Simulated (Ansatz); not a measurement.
Symmetric slabs, relaxed from ideal cuts in 1x1 cells, of elemental solids: work function (eV) by functional, in Ansatz (plane waves, PAW). All structures are PBE's; the other columns are single points with references at the same level. No spin-orbit coupling, Hubbard U or dispersion.

```
system                                                PBE   LDA  PBEsol  RPBE  r2SCAN
---------------------------------------------------  ----  ----  ------  ----  ------
bcc W (100), ideal cut with outer spacing 1.59 Å     4.10  4.40    4.20  3.95    4.07
bcc W (221), ideal cut with outer spacing 0.53 Å     4.29  4.57    4.38  4.15    4.32
hcp Ru (30-31), ideal cut with outer spacing 0.39 Å  4.81  5.17    4.93  4.64    4.81
bcc Rb (111), ideal cut with outer spacing 1.64 Å    2.14  2.28    2.14  2.06    2.09
fcc Cu (332), ideal cut with outer spacing 0.39 Å    4.64  4.99    4.75  4.47    4.65
hcp Ti (11-20), ideal cut with outer spacing 1.47 Å  3.27  3.51    3.32  3.14    3.26
fcc Al (310), ideal cut with outer spacing 0.64 Å    4.23  4.38    4.27  4.16    4.31
fcc Al (221), ideal cut with outer spacing 0.67 Å    4.09  4.26    4.14  4.02    4.14
hcp Hf (11-21), ideal cut with outer spacing 0.76 Å  3.44  3.69    3.51  3.30    3.41
fcc Cu (210), ideal cut with outer spacing 0.81 Å    4.36  4.72    4.46  4.19    4.35
hcp Lu (0001), ideal cut with outer spacing 2.73 Å   3.48  3.63    3.53     –    3.56
fcc Pb (111), ideal cut with outer spacing 2.91 Å    3.64  3.96    3.73  3.49    3.65
```

The rows are a random draw from the class, without slabs that broke up, higher cuts of a face and adsorbates that left their site. Mean shift from PBE over these rows: LDA 0.25 eV (from 0.14 to 0.36, 12 rows); PBEsol 0.07 eV (from 0.00 to 0.12, 12 rows); RPBE -0.13 eV (from -0.18 to -0.06, 11 rows); r2SCAN 0.01 eV (from -0.05 to 0.08, 12 rows).

Ansatz is a first-principles code.
